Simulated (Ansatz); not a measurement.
# Quick settings and what they miss: ScAl (Cmcm, 4 atoms in the cell)

Self-consistent single point.

```
ScAl
1.0
    2.11148    -5.12422     0.00000
    2.11148     5.12422     0.00000
    0.00000     0.00000     3.68078
Sc Al
2 2
Direct
  0.86468   0.13532   0.25000
  0.13532   0.86468   0.75000
  0.58450   0.41550   0.25000
  0.41550   0.58450   0.75000
```

Method of the run: r2SCAN, harder PAW files (source: ansatz) made with PBE (plane waves; Ansatz, a program for electronic structure).

Base settings: basis.ecutwfc = 900 eV; kpoints.mp_grid.grid = 6 6 6; hamiltonian.xc = r2scan; hamiltonian.pseudopotentials = {kind: paw, source: ansatz}; scf.occupations.method = cold; scf.occupations.width = 0.1 eV.

Tight run (finer mesh or higher cutoff; not a proven limit): basis.ecutwfc: 900 eV → 1260 eV; kpoints.mp_grid.grid: 6 6 6 → 9 9 9; scf.convergence.dr2_threshold: default (1e-07 eV) → 1e-09 eV. It gave Fermi level (on the code's own zero) 9.34 eV; pressure 5.66 GPa; largest force (vector length) 0.121 eV/Å.

Quick runs, as changes from the base:
- A: the base itself
- B: basis.ecutwfc: 900 eV → 540 eV; scf.occupations.method: cold → gaussian; scf.occupations.width: 0.1 eV → 0.136 eV
- C: basis.ecutwfc: 900 eV → 450 eV; kpoints.mp_grid.grid: 6 6 6 → 8 8 8
- D: basis.ecutwfc: 900 eV → 450 eV; kpoints.mp_grid.grid: 6 6 6 → 2 2 2; scf.occupations.method: cold → gaussian; scf.occupations.width: 0.1 eV → 0.5 eV; scf.convergence.dr2_threshold: default (1e-07 eV) → 0.001 eV
- E: basis.ecutwfc: 900 eV → 630 eV; kpoints.mp_grid.grid: 6 6 6 → 4 4 4; hamiltonian.xc: r2scan → lda; scf.convergence.dr2_threshold: default (1e-07 eV) → 0.001 eV [LDA (PW92)]
- F: basis.ecutwfc: 900 eV → 630 eV; kpoints.mp_grid.grid: 6 6 6 → 8 8 8; scf.occupations.method: cold → methfessel_paxton; scf.occupations.width: 0.1 eV → 0.136 eV

Energies are extrapolated to zero smearing width, which holds to low order in the width alone.

Dashes: time of B, C, D, E, under 30 s; energy of E, another energy zero; count of E, another kind of functional, whose work the count does not hold.

† marks runs with another functional, U, potentials or spin treatment: their distance from the tight run is not a convergence error alone.

The count of work is k-points × plane waves × bands × iterations; it is no time. Core times come from one kind of shared machine and are given to one figure; runs under 30 s give none.

Pressures in the table are Ansatz's without its Pulay estimate, at a fixed set of plane waves; the tight run's value above holds the estimate.

The starting cell comes from a database of computed structures (which also holds hypothetical and non-ambient phases and stackings), without a prior relaxation at this level. Its lattice was rescaled by a random factor within 2.5 % of one. In the base run, with a pressure of about 6 GPa the cell is away from its equilibrium volume at this level.

```
run  energy less tight (meV/atom)  pressure less tight (GPa)  largest miss in a force vector (eV/Å)  count of work / tight  core time / tight (rough)
---  ----------------------------  -------------------------  -------------------------------------  ---------------------  -------------------------
A                            -0.7                       0.00                                  0.081                   0.20                        0.3
B                           121.1                      -7.61                                  0.055                  0.093                          –
C                           775.5                     -38.41                                  0.037                   0.14                          –
D                           826.4                     -39.23                                  0.406                 0.0053                          –
E†                              –                      -6.06                                  0.225                      –                          –
F                            12.7                      -1.38                                  0.012                   0.24                        0.3
```

Among the runs at the tight run's level, the energy misses run from 0.7 to 826.4 meV/atom.

Keys are those of Ansatz 0.2.
